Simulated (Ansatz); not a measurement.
Given:

End structure of a constructed model of the (110) surface of bcc Nb, a layer of Sn in place of the third plane (bottom of the slab: a bare face, its two planes held):

```yaml
crystal:
  lattice:
    - [2.86732, 0.00000, 0.00000]
    - [-0.95577, 2.70334, 0.00000]
    - [0.00000, 0.00000, 27.50000]
  atoms:
    - { symbol: Nb, position: [0.50000, 0.50000, 0.29262] }
    - { symbol: Nb, position: [0.00000, 0.00000, 0.37776] }
    - { symbol: Nb, position: [0.50000, 0.50000, 0.46230] }
    - { symbol: Sn, position: [0.00000, 0.00000, 0.55039] }
    - { symbol: Nb, position: [0.50000, 0.50000, 0.63864] }
    - { symbol: Nb, position: [0.00000, 0.00000, 0.71972] }
```

Set-up: 6 atoms, 11.4 Å thick at the start; mesh 14x14x1; 0.1 eV smearing; dipole correction on; 2 atoms held, the rest relaxed; symmetry of the start imposed; no spin, no spin-orbit, no U. In PBE it is, or lies within 0.01 eV a 1x1 cell of, the lowest of the 2 structures of its composition computed so far; larger cells were not tried.

Q: What work function of the top face does PBE (Ansatz, a first-principles code) give?

A: 4.54 eV
